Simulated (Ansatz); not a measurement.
Consider Ru$_{2}$Si (space group Pnma, No. 62; a = 5.2349 Å, b = 3.9914 Å, c = 7.3872 Å; a cell from a computed database, its experimental status unchecked). Axes: x, y, z lie along a, b, c of the conventional cell.

Method: PBEsol, PAW, 420 eV (Ansatz, a quantum-chemistry and plane-wave program; no SOC).

Strains are applied to the cell and any free atomic positions relax; under biaxial strain the out-of-plane vector relaxes too.

One change was made to it. Results:

The pressure (mean of the normal stresses, compression positive) goes from zero to 15.2 GPa; the shortest interatomic distance falls by 0.070 Å to 2.364 Å; the band gap remains zero.

Which change produced these results?
(A) isotropic strain −4.80 %
(B) isotropic strain −3.45 %
(C) biaxial strain −4.32 %, plane normal [001], relaxed out of plane
(D) uniaxial strain ε_xx = −1.25 %

C, biaxial strain −4.32 %, plane normal [001], relaxed out of plane. For comparison, the pressure in the other runs: isotropic strain −4.80 % gives 59.4 GPa; uniaxial strain ε_xx = −1.25 % gives 3.5 GPa; isotropic strain −3.45 % gives 38.5 GPa.

Without a gap, meshes like the base's 7×9×5 leave anisotropic stresses uncertain by several tenths of a GPa, and small strain energies with them. Stability against distortions was not tested. The final runs are not spin-polarised.
